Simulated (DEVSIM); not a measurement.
## abrupt GaAs n-p junction

System: abrupt GaAs n-p junction, at 300 K.

```csv
layer (left to right),material,thickness (μm),Nd (cm⁻³),Na (cm⁻³),τn (s),τp (s)
1,GaAs,1.80,8.5e15,-,4e-10,1.2e-10
2,GaAs,20.0,-,1.7e14,4e-10,4e-10
```

Left contact: ohmic. Right contact: ohmic. Voltage is applied to the left contact. Recombination: SRH at mid-gap, Auger. Mobility is μmin + (μ − μmin)/(1 + (N/Nref)^α).

This is a model device: material constants are rounded textbook-type values typed into the input, and sizes, dopings and lifetimes were drawn at random. Values at 300 K.

```tsv
parameter	GaAs
gap (eV)	1.424
affinity (eV)	4.07
permittivity	12.9
Nc (cm⁻³)	4.7e17
Nv (cm⁻³)	9e18
μn (cm²/Vs)	8500
μp (cm²/Vs)	400
μn,min	500
μp,min	20
Nref,n	6e16
Nref,p	1.5e17
αn	0.39
αp	0.38
Cn (cm⁶/s)	1e-30
Cp (cm⁶/s)	1e-30
```

DEVSIM, 1D drift-diffusion, Boltzmann statistics, complete ionisation; no tunnelling, impact ionisation, image-force lowering or self-heating.

```
Property                                          Result
---------------------------------------------  ---------
Potential step across the device at zero bias    1.039 V
Largest field in the device at zero bias       7500 V/cm
Dark forward voltage at 1 A/cm²                  1.005 V
```

Dark reverse current:

```tsv
V (V)	J (A/cm²)
0.10	1.2e-8
0.25	2.5e-8
0.50	4.2e-8
0.75	5.7e-8
1.00	7.1e-8
1.50	9.5e-8
2.00	1.2e-7
2.50	1.3e-7
3.25	1.6e-7
4.00	1.8e-7
5.00	2.1e-7
```

Dark forward current:

(V (V), J (A/cm²)): (-0.05, -1.5e-8); (-0.15, -1.5e-7); (-0.25, -1.2e-6); (-0.35, -8.9e-6); (-0.45, -6.8e-5); (-0.55, -0.00055); (-0.65, -0.0047); (-0.75, -0.044); (-0.85, -0.26); (-0.95, -0.70); (-1.00, -0.97); (-1.10, -1.6); (-1.20, -2.3); (-1.30, -3.2); (-1.40, -4.1); (-1.50, -5.1); (-1.60, -6.3); (-1.70, -7.6); (-1.80, -9.0); (-1.90, -10)
